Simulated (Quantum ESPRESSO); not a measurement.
```
CELL_PARAMETERS angstrom
      4.42344     0.00000     0.00000
     -2.21172     3.83081     0.00000
      0.00000     0.00000     7.91737
ATOMIC_POSITIONS crystal
  Ba 0.66667 0.33333 0.69091
  Ba 0.33333 0.66667 0.31528
  H  0.66667 0.33333 0.35610
  H  0.33333 0.66667 0.64390
  H  0.00000 0.00000 0.50000
  I  0.00000 0.00000 0.00000
```

Computed with LDA (PZ), PSlibrary PAW (LDA, semicore) pseudopotentials (plane waves; Quantum ESPRESSO).

The set-up and first iterations of a Quantum ESPRESSO log for Ba2H3I (P3m1, 6 atoms in the cell):

```
     file Ba.pz-spn-kjpaw_psl.1.0.0.UPF: wavefunction(s)  5S 6S renormalized
     file H.pz-kjpaw_psl.1.0.0.UPF: wavefunction(s)  1S renormalized
     file I.pz-dn-kjpaw_psl.1.0.0.UPF: wavefunction(s)  5S 5P renormalized
     G-vector sticks info
     --------------------
     sticks:   dense  smooth     PW     G-vecs:    dense   smooth      PW
     Sum        1039     685    199                48591    26373    4225

     bravais-lattice index     =            4
     lattice parameter (alat)  =       8.3591  a.u.
     unit-cell volume          =     905.3769 (a.u.)^3
     number of atoms/cell      =            6
     number of atomic types    =            3
     number of electrons       =        40.00
     number of Kohn-Sham states=           22
     kinetic-energy cutoff     =      36.0000  Ry
     charge density cutoff     =     216.0000  Ry
     scf convergence threshold =      1.0E-09
     mixing beta               =       0.4000
   [... lines left out ...]
         4        H      tau(   4) = (  -0.0000000   0.5773503   1.1524948  )
         5        H      tau(   5) = (   0.0000000   0.0000000   0.8949331  )
         6        I      tau(   6) = (   0.0000000   0.0000000   0.0000000  )

   Crystallographic axes

     site n.     atom                  positions (cryst. coord.)
         1        Ba     tau(   1) = (  0.6666667  0.3333333  0.6909090  )
         2        Ba     tau(   2) = (  0.3333333  0.6666667  0.3152800  )
         3        H      tau(   3) = (  0.6666667  0.3333333  0.3561000  )
         4        H      tau(   4) = (  0.3333333  0.6666667  0.6439000  )
         5        H      tau(   5) = (  0.0000000  0.0000000  0.5000000  )
         6        I      tau(   6) = (  0.0000000  0.0000000  0.0000000  )

     number of k points=     3
                       cart. coord. in units 2pi/alat
        k(    1) = (   0.0000000   0.0000000   0.0000000), wk =   0.2222222
        k(    2) = (   0.0000000   0.3849002   0.0000000), wk =   1.3333333
        k(    3) = (   0.3333333   0.5773503   0.0000000), wk =   0.4444444

     Dense  grid:    48591 G-vectors     FFT dimensions: (  40,  40,  72)

     Smooth grid:    26373 G-vectors     FFT dimensions: (  32,  32,  60)

     Initial potential from superposition of free atoms

     starting charge      39.9710, renormalised to      40.0000
     Self-consistent Calculation

     iteration #  1     ecut=    36.00 Ry     beta= 0.40

---- Real-time Memory Report at c_bands before calling an iterative solver
           220 MiB given to the printing process from OS
            46 MiB allocation reported by mallinfo(arena+hblkhd)
------------------

     negative rho (up, down):  1.221E+02 0.000E+00

     total energy              =   -1436.80945813 Ry
     estimated scf accuracy    <   42495.64221696 Ry

     iteration #  2     ecut=    36.00 Ry     beta= 0.40

---- Real-time Memory Report at c_bands before calling an iterative solver
           234 MiB given to the printing process from OS
            63 MiB allocation reported by mallinfo(arena+hblkhd)
------------------

     negative rho (up, down):  1.676E+02 0.000E+00

     total energy              =   -1697.31955037 Ry
     estimated scf accuracy    <   47361.12548474 Ry

     iteration #  3     ecut=    36.00 Ry     beta= 0.40

---- Real-time Memory Report at c_bands before calling an iterative solver
           236 MiB given to the printing process from OS
            64 MiB allocation reported by mallinfo(arena+hblkhd)
------------------

     negative rho (up, down):  1.746E+02 0.000E+00

     total energy              =   -2822.25281044 Ry
     estimated scf accuracy    <   44680.15043573 Ry
```

Task: How does the run end?

Result: The run ended unconverged after 100 iterations. It gives no final result for the task that was set. Warnings to mind: c_bands:  1 eigenvalues not converged; c_bands:  2 eigenvalues not converged; c_bands:  3 eigenvalues not converged. The log goes on:

```
   [... 95 blocks of this kind left out ...]

     iteration # 99     ecut=    36.00 Ry     beta= 0.40

---- Real-time Memory Report at c_bands before calling an iterative solver
   [... lines left out ...]
------------------
     c_bands:  3 eigenvalues not converged

     negative rho (up, down):  5.775E+02 0.000E+00

     total energy              =   -6264.91870188 Ry
     estimated scf accuracy    <     487.83667774 Ry

     iteration #100     ecut=    36.00 Ry     beta= 0.40

---- Real-time Memory Report at c_bands before calling an iterative solver
           241 MiB given to the printing process from OS
            69 MiB allocation reported by mallinfo(arena+hblkhd)
------------------
     c_bands:  2 eigenvalues not converged

     negative rho (up, down):  5.770E+02 0.000E+00

     total energy              =   -6270.33138941 Ry
     estimated scf accuracy    <     451.50328903 Ry
     End of self-consistent calculation

     convergence NOT achieved after 100 iterations: stopping

   JOB DONE.
```

The starting cell comes from a database of computed structures (which also holds hypothetical and non-ambient phases and stackings), without a prior relaxation at this level. Its lattice was rescaled by up to half a per cent. One atom was moved a little off its site on purpose. For this run, on top of that: lattice scaled by 0.98. Spin-orbit coupling is off.

The run was DFT, LDA (PZ), plane waves, PSlibrary PAW (LDA, semicore) pseudopotentials. Main settings of its input:

ecutwfc: 36 Ry
ecutrho: 216 Ry
occupations: fixed
K_POINTS: automatic 3 3 1 0 0 0
nbnd: 22
conv_thr: 1e-09 Ry
mixing_beta: 0.4
